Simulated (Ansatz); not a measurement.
Consider HgTe in the zinc blende structure (space group F-43m, No. 216; a = 6.651 Å).

Calculations: PBE/PAW in Ansatz (a program for electronic structure), without spin-orbit coupling, earlier PAW set.

Strains are applied to the cell and any free atomic positions relax.

One change was made to it. Results:

```csv
quantity,base,after
pressure,0.0 GPa,5.9 GPa
energy relative to the base (free energy F),0 meV/atom,+70 meV/atom
```

**Question.** Name the change that was made.
A. isotropic strain −1.30 %
B. isotropic strain −0.25 %
C. isotropic strain −4.07 %

**Answer.** C, isotropic strain −4.07 %. For comparison, the energy relative to the base in the other runs: isotropic strain −1.30 % gives +6.3 meV/atom; isotropic strain −0.25 % gives +0.2 meV/atom.

Whether these cells are dynamically stable was not tested. The final runs are not spin-polarised.
